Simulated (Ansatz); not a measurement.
Effective masses and thermopower of ScCuO$_{2}$ (P6_3/mmc)

```
CuScO2
1.0
    3.20321     0.00000     0.00000
   -1.60161     2.77406     0.00000
    0.00000     0.00000    11.28356
Sc Cu O
2 2 4
Direct
  0.00000   0.00000   0.00000
  0.00000   0.00000   0.50000
  0.66667   0.33333   0.75000
  0.33333   0.66667   0.25000
  0.33333   0.66667   0.41052
  0.66667   0.33333   0.58948
  0.66667   0.33333   0.91052
  0.33333   0.66667   0.08948
```

Level of theory: r2SCAN, rigid bands (plane waves, PAW, scalar-relativistic; Ansatz, a program for electronic structure). Condition of this run: functional r2SCAN on the same cell. How the cell was made: cell and atoms relaxed with PBEsol.

The band gap is 2.58 eV, the electron conductivity mass (300 K, dilute) comes out as 1.14 (x), 1.14 (y), 1.06 (z) mₑ and the effective density of states N_c (300 K) is 8.1e19 cm⁻³. The density-of-states mass, electrons comes out as 2.2 mₑ and the Seebeck coefficient, n-type 1e19 cm⁻³, 300 K comes out as -397 μV/K.

Rigid bands; masses and Seebeck coefficients take one relaxation time τ for all states and one kind of carrier; polarons and phonon drag are left out. Spin-orbit coupling is left out. Geometry: cell and atoms relaxed with PBEsol.

Formula and space group known from diffraction (Crystallography Open Database), not checked to be the room-temperature form: ScCuO2 (P6_3/mmc).
